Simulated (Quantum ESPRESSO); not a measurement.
Checking a run of Quantum ESPRESSO on Mn3AgN (Pm-3m, 5 atoms in the cell). The aim is a self-consistent single point with DFT, PBEsol, plane waves, GBRV 1.5 ultrasoft (PBESOL) pseudopotentials.

The input file:

```fortran
&CONTROL
  calculation = 'scf'
  prefix = 'Mn3AgN'
  outdir = './tmp'
  pseudo_dir = './'
  verbosity = 'high'
  tprnfor = .true.
  tstress = .true.
/
&SYSTEM
  ibrav = 0
  celldm(1) = 7.595754158
  nat = 5
  ntyp = 3
  ecutwfc = 10
  ecutrho = 80
  occupations = 'smearing'
  smearing = 'gaussian'
  degauss = 0.0036749
  nspin = 2
  starting_magnetization(3) = 0.267
/
&ELECTRONS
  conv_thr = 1.0e-11
  mixing_beta = 0.3
/
ATOMIC_SPECIES
Ag   107.8682  ag_pbesol_v1.4.uspp.F.UPF
N     14.0070  n_pbesol_v1.2.uspp.F.UPF
Mn    54.9380  mn_pbesol_v1.5.uspp.F.UPF
CELL_PARAMETERS {alat}
   1.000000000     0.000000000     0.000000000
   0.000000000     1.000000000     0.000000000
   0.000000000     0.000000000     1.000000000
ATOMIC_POSITIONS {crystal}
Ag    0.000000000    0.000000000    0.000000000
N     0.500000000    0.500000000    0.500000000
Mn    0.000000000    0.500000000    0.500000000
Mn    0.500000000    0.000000000    0.500000000
Mn    0.500000000    0.500000000    0.000000000
K_POINTS {automatic}
8 8 8  0 0 0
```

Log, with long lists cut:

```
     Message from routine setup:
     using ibrav=0 with symmetry is DISCOURAGED, use correct ibrav instead
     G-vector sticks info
     --------------------
     sticks:   dense  smooth     PW     G-vecs:    dense   smooth      PW
   [... lines left out ...]

   Crystallographic axes

     site n.     atom                  positions (cryst. coord.)
         1        Ag     tau(   1) = (  0.0000000  0.0000000  0.0000000  )
         2        N      tau(   2) = (  0.5000000  0.5000000  0.5000000  )
         3        Mn     tau(   3) = (  0.0000000  0.5000000  0.5000000  )
         4        Mn     tau(   4) = (  0.5000000  0.0000000  0.5000000  )
         5        Mn     tau(   5) = (  0.5000000  0.5000000  0.0000000  )

     number of k points=    35  Gaussian smearing, width (Ry)=  0.0037
                       cart. coord. in units 2pi/alat
        k(    1) = (   0.0000000   0.0000000   0.0000000), wk =   0.0019531
        k(    2) = (   0.0000000   0.0000000   0.1250000), wk =   0.0117188
        k(    3) = (   0.0000000   0.0000000   0.2500000), wk =   0.0117188
   [... 32 lines left out ...]

     Dense  grid:     5257 G-vectors     FFT dimensions: (  24,  24,  24)

     Smooth grid:     1863 G-vectors     FFT dimensions: (  15,  15,  15)

     Initial potential from superposition of free atoms

     starting charge      66.9997, renormalised to      69.0000

     negative rho (up, down):  9.714E-03 2.587E-03
     Self-consistent Calculation

     iteration #  1     ecut=    10.00 Ry     beta= 0.30

---- Real-time Memory Report at c_bands before calling an iterative solver
            61 MiB given to the printing process from OS
            29 MiB allocation reported by mallinfo(arena+hblkhd)
------------------

     total energy              =    -865.73767588 Ry
     estimated scf accuracy    <      85.02028361 Ry

     total magnetization       =     1.33 Bohr mag/cell
     absolute magnetization    =     1.38 Bohr mag/cell

     iteration #  2     ecut=    10.00 Ry     beta= 0.30

   [... lines left out ...]
            75 MiB given to the printing process from OS
            43 MiB allocation reported by mallinfo(arena+hblkhd)
------------------

     negative rho (up, down):  4.804E-03 4.804E-03

     Magnetic moment per site  (integrated on atomic sphere of radius R)
     atom   1 (R=0.292)  charge= 17.7735  magn= -0.0000
     atom   2 (R=0.206)  charge=  4.1099  magn= -0.0000
     atom   3 (R=0.206)  charge= 10.6534  magn= -0.0000
     atom   4 (R=0.206)  charge= 10.6534  magn= -0.0000
     atom   5 (R=0.206)  charge= 10.6534  magn= -0.0000
     End of self-consistent calculation

     the Fermi energy is    20.6729 ev

!    total energy              =    -852.07894728 Ry
     estimated scf accuracy    <          6.5E-13 Ry
     smearing contrib. (-TS)   =      -0.00017577 Ry
     internal energy E=F+TS    =    -852.07877151 Ry

     total magnetization       =     0.00 Bohr mag/cell
     absolute magnetization    =     0.00 Bohr mag/cell

     convergence has been achieved in  30 iterations

     negative rho (up, down):  4.804E-03 4.804E-03

     Forces acting on atoms (cartesian axes, Ry/au):

     atom    1 type  1   force =     0.00000000    0.00000000    0.00000000
   [... zero for the other atoms too ...]

     Total force =     0.000000     Total SCF correction =     0.000000

     negative rho (up, down):  4.804E-03 4.804E-03
          total   stress  (Ry/bohr**3)                   (kbar)     P=   -54113.45
  -0.36785577   0.00000000   0.00000000       -54113.45        0.00        0.00
   0.00000000  -0.36785577   0.00000000            0.00   -54113.45        0.00
   0.00000000   0.00000000  -0.36785577            0.00        0.00   -54113.45

   JOB DONE.
```

### Question
Can these results be used? Check the input.

### Answer
The run is not sound. The fault is a basis or grid far too coarse for these potentials. Far below the cutoff that the potentials were made for, the basis cannot represent the orbitals near the nuclei, and energies, forces and above all the stress go wrong. To fix it, restore the cutoff that the potentials need and check convergence. The run converged in 30 iterations without an error; against the sound input the free energy goes up by 263 eV/atom, the pressure goes from -10.07 to -5411 GPa and the size of the net moment goes from 1.99 to 0.00 μB/atom.

An input that runs soundly differs in these lines (not the only fix; some lines may just follow from the change or write a value another way):
```diff
-  ecutwfc = 10
-  ecutrho = 80
+  ecutwfc = 50
+  ecutrho = 400
```

With that input, the run converged in 18 iterations: free energy E − TS -12910.4950 eV; Fermi level (on the code's own zero) 15.52 eV; pressure -10.07 GPa; size of the cell's spin moment 9.96 μB; site moments (μB, in the program's spheres or projections) Ag 0.06, N -0.09, Mn 2.92, Mn 2.92, Mn 2.92 (DFT, PBEsol, plane waves, GBRV 1.5 ultrasoft (PBESOL) pseudopotentials).

On the sound input: the starting cell comes from a database of published, mostly measured structures (it also holds non-ambient and calculated ones), without a prior relaxation at this level. The magnetic order is the one reached from the typed start; others were not searched systematically. With a pressure of about -10 GPa the cell is away from its equilibrium volume at this level.
